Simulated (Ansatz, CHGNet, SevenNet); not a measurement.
## Ladder of methods for the elastic constant C44 of rock-salt ZrN

Reference value: 138 GPa (measured, temperature not stated, no zero-point or thermal correction; as tabulated in Wu et al. (2005), arXiv:cond-mat/0412374).

Q: Put these levels in order of the elastic constant C44 that they give for rock-salt ZrN, smallest first: CHGNet 0.3.0 (CHGNet), PBE (Ansatz, a first-principles code), SevenNet-0 (SevenNet).

A: CHGNet 0.3.0 (45.1 GPa), SevenNet-0 (77.3 GPa), PBE (119 GPa)

Unless a cell is named, each level is at its own relaxed cell (CHGNet 0.3.0 12.28, SevenNet-0 12.29, PBE 12.13 Å³/atom).

Differences against the reference: CHGNet 0.3.0 -67 %, SevenNet-0 -44 %, PBE -13.8 %.

The reference has no zero-point or thermal correction, while the calculations are for a static lattice, so the differences are not the levels' errors alone. A static lattice is as a rule stiffer than a warm one, by over a tenth in soft solids.  Each level is taken at its own relaxed cell. Ansatz's density-functional and Hartree–Fock values are scalar-relativistic unless marked +SOC, with PAW data made under PBE.

Machine-learned potentials (CHGNet 0.3.0, SevenNet-0) are trained on DFT data, which may include these solids.

Differences are worked out from the printed values.
